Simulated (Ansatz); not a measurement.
**SiC: energy against strain**

SiC (zinc blende, F-43m, 10.141 Å³/atom at rest) under an equal strain ε in the (001) plane with the normal axis free, as in a coherent film. LDA in Ansatz, a plane-wave DFT program (PAW, default set), 420 eV, 13×13×13 Γ-centred mesh, Fermi-Dirac smearing 0.05 eV; ions are relaxed within the symmetry of each cell.

Here s stands for strain and y for E less E0.

| strain (%) | E less E0 (meV/atom) |
|---|---|
| -1.50 | 6.54 |
| -1.00 | 2.88 |
| -0.50 | 0.71 |
| 0.00 | 0.00 |
| 0.50 | 0.70 |
| 1.00 | 2.76 |
| 1.50 | 6.14 |
| 3.00 | ? |

### Question
Using a parabola, estimate the missing y at s = 3.00 from the other rows, showing the fit.

### Answer
Least squares gives y = 0.001 - 0.1036·s + 2.8176·s². Residuals (row less fit): 0.044, -0.042, -0.047, -0.001, 0.046, 0.045, -0.045; standard error 0.055 (degrees of freedom: 4). Twice the quadratic coefficient over the volume, 2 × 2.8176 meV × 10⁴ × 0.1602 / 10.141 Å³, is twice the biaxial elastic modulus of this plane = 890 ± 8 GPa. At the withheld row, y = 0.001 - 0.1036 × 3.0 + 2.8176 × 3.0² = 25.049 meV/atom. The calculation gives 23.84 meV/atom, 1.209 meV/atom below the prediction (5.1 % of the range of y in the table). The row lies outside the fitted rows, so this is an extrapolation. From the scatter of the fitted rows alone, a prediction at this place has a standard error of 0.211 meV/atom, so the miss is 5.7 times that.

One order more, fitted to all 13 runs of the series, follows each within 0.01, so the miss is the next term of a smooth law. Rows are the converged runs of the series near zero and its far end; series whose fitted rows scatter by over a few per cent of the range, as at a crossing or softening among them, aren't shown in this form. Most that stay on the fit to the last digits aren't either.
